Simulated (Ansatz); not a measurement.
Levels about the gap of amorphous Sr$_{18}$Ti$_{18}$O$_{54}$ (90 atoms in a cell of 1282 Å³, 4.28 g/cm³; zone centre alone, so wide bands show as single levels with stretches between that a denser mesh fills), at the geometry that PBE relaxed, where it gives 4.4 GPa on a denser mesh. The participation number counts the atoms over which a state spreads; weights are charges in smoothed Voronoi cells. The levels come from a single point, so bond lengths are those of that geometry. Method of the levels: PBE, scalar-relativistic without spin-orbit coupling (Ansatz, a program for electronic structure). Sampling: the zone centre alone; Fermi-Dirac width 0.02 eV; no spin polarisation. At PBE the levels at the filled edge of the gap are localised (band-tail or defect states).

The cell was made by melting and quenching with the CHGNet potential and then relaxed with DFT. O atoms were pushed apart under 1.9 Å during the dynamics, to hinder bonds among them. The hot cell started wider than the set density and was brought back towards it in steps. It is the lowest in DFT energy of 4 quenches. It is a model cell: composition and starting density were chosen by hand, and all elements were melted together. No dispersion term was used. Its density started from a set value of 4.28 and ended at 4.28 g/cm³. The quench (nominally 200 K/ps over its main leg) was far faster than any real one, so the model tends to hold more defects than a real film. Values belong to this one cell and scatter from quench to quench. The volume was held where the preparation left it and the shape relaxed, at a PBE pressure of 4.4 GPa. Stress components on the final sampling reach 4.5 GPa.

| E - E(highest filled), eV | filling | participation number | largest on | weight O | weight Ti | weight Sr |
|---|---|---|---|---|---|---|
| -0.33 | filled | 26.7 | O, 5 neighbours | 0.93 | 0.04 | 0.03 |
| -0.28 | filled | 17.2 | O, 5 neighbours | 0.94 | 0.04 | 0.03 |
| -0.23 | filled | 24.4 | O, 3 neighbours | 0.94 | 0.04 | 0.02 |
| -0.19 | filled | 18.2 | O, 4 neighbours | 0.94 | 0.04 | 0.03 |
| -0.14 | filled | 12.9 | O, 3 neighbours | 0.94 | 0.03 | 0.03 |
| -0.09 | filled | 17.8 | O, 5 neighbours | 0.94 | 0.03 | 0.03 |
| 0.00 | filled | 5.9 | O, 4 neighbours | 0.95 | 0.02 | 0.03 |
| 3.12 | empty | 9.2 | Ti, 7 neighbours | 0.24 | 0.73 | 0.03 |
| 3.25 | empty | 6.4 | Ti, 6 neighbours | 0.23 | 0.74 | 0.02 |
| 3.27 | empty | 6.8 | Ti, 6 neighbours | 0.24 | 0.74 | 0.02 |
| 3.34 | empty | 12.1 | Ti, 5 neighbours | 0.24 | 0.74 | 0.02 |
| 3.38 | empty | 6.4 | Ti, 5 neighbours | 0.20 | 0.78 | 0.02 |
| 3.46 | empty | 10.0 | Ti, 5 neighbours | 0.21 | 0.76 | 0.02 |
| 3.51 | empty | 8.1 | Ti, 6 neighbours | 0.22 | 0.76 | 0.02 |

Most localised among these is the filled level at +0.00 eV, on a O atom, which has 4 neighbours (Ti 1.81 Å, Sr 2.39 Å, Sr 2.60 Å, Sr 2.72 Å).
